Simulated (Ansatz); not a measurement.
# What uniaxial strain ε_zz = +1.50 % does to MgS

Start from MgS in the rock salt structure (space group Fm-3m, No. 225; a = 5.1820 Å). Axes: x, y, z lie along the cube axes.

Modification: uniaxial strain ε_zz = +1.50 %, all other strain components held at zero, atoms relaxed at fixed cell.

Level of theory: PBEsol (Ansatz, an electronic-structure program, PAW, no spin-orbit coupling). k-mesh 11×11×11 (Γ-centred); smearing 0.05 eV (Fermi–Dirac).

The volume per atom rises by 0.261 Å³ (17.39 Å³ → 17.66 Å³) and the shortest interatomic distance remains 2.591 Å. The energy increases by 1.8 meV/atom and the pressure (mean of the normal stresses, compression positive) goes from zero to -1.09 GPa. The band gap decreases by 0.10 eV to 2.63 eV and the gap character amounts to indirect, Γ → X. The electron mass changes from 0.53 mₑ along k, 0.29 mₑ across (at X) to 0.52 mₑ along k, 0.29 mₑ across (at X) and the hole mass amounts to 0.24 mₑ along z, 0.95 mₑ across (at Γ). The valence-band top at Γ (three highest levels, from the VBM) changes from 0.00, 0.00, 0.00 eV to 0.00, -0.06, -0.06 eV and the valley order (the lowest conduction-band minima on the path, energy above the VBM, named in the base's zone) becomes X along [100] 2.63 eV; X along [001] 2.71 eV; Γ 3.53 eV (base: X along ⟨100⟩ 2.73 eV; Γ 3.69 eV). The stress (xx, yy, zz, yz, xz, xy; compression positive) is (-0.59, -0.59, -2.09, 0.00, 0.00, 0.00) GPa.

Final structure:

```
MgS
1.0
    0.00000     2.59100     2.62987
    2.59100     0.00000     2.62987
    2.59100     2.59100     0.00000
Mg S
1 1
Direct
  0.00000   0.00000   0.00000
  0.50000   0.50000   0.50000
```

Cost of the whole job for the changed cell (relaxation, final SCF and bands): roughly 16 core-seconds.

Effective masses come from finite differences of ±0.01 Å⁻¹. Along k means along the line from Γ to the band edge. Whether these cells are dynamically stable was not tested. k-point labels follow each cell's own Brillouin zone.
